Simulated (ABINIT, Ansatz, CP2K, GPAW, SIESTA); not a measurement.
## Code comparison for CaO (Fm-3m, 2 atoms in the cell)

Band-structure calculation.

```
CELL_PARAMETERS angstrom
      0.00000     2.35428     2.35428
      2.35428     0.00000     2.35428
      2.35428     2.35428     0.00000
ATOMIC_POSITIONS crystal
  Ca 0.00000 0.00000 0.00000
  O  0.50000 0.50000 0.50000
```

Shared settings, as Ansatz (a quantum-chemistry and plane-wave program) writes them: kpoints.mp_grid.grid = 12 12 12; scf.occupations.method = fermi_dirac; scf.occupations.width = 0.02 eV. Potentials and cutoffs stand in the table.

```csv
code,model,gap along the path (eV),smallest direct gap (eV),cutoff
CP2K,"PBE, GPW, DZVP-MOLOPT-SR-GTH basis, GTH-PBE potentials (GTH_POTENTIALS)",3.52,3.91,grid 500 Ry
ABINIT,"PBE, norm-conserving pseudopotentials (PseudoDojo nc-sr-05 PBE standard)",3.64,3.99,42 Ha
SIESTA,"GGA PBE, numerical atomic orbitals TZP, PseudoDojo PBE standard norm-conserving potentials (rewritten from UPF to PSML)",4.43,4.43,grid 350 Ry
GPAW,"PBE, GPAW PAW datasets PBE (gpaw-data 1.0.1)",3.67,4.03,900 eV
Ansatz,"PBE, PAW files",3.63,3.99,420 eV
```

The spread over the programs that give each value: gap along the path within 0.91 eV; smallest direct gap within 0.52 eV.

CP2K and SIESTA use small atom-centred bases, whose incompleteness enters pressures, forces and empty levels differently from a plane-wave cutoff.

In the gap along the path, SIESTA stands apart from the plane-wave programs.

The starting cell comes from a database of computed structures (which also holds hypothetical and non-ambient phases and stackings), without a prior relaxation at this level. Its lattice was rescaled by a random factor within 2.5 % of one.

Left out of this page: Quantum ESPRESSO and Elk (not drawn, or without a comparable value).

Keys are those of Ansatz 0.2.
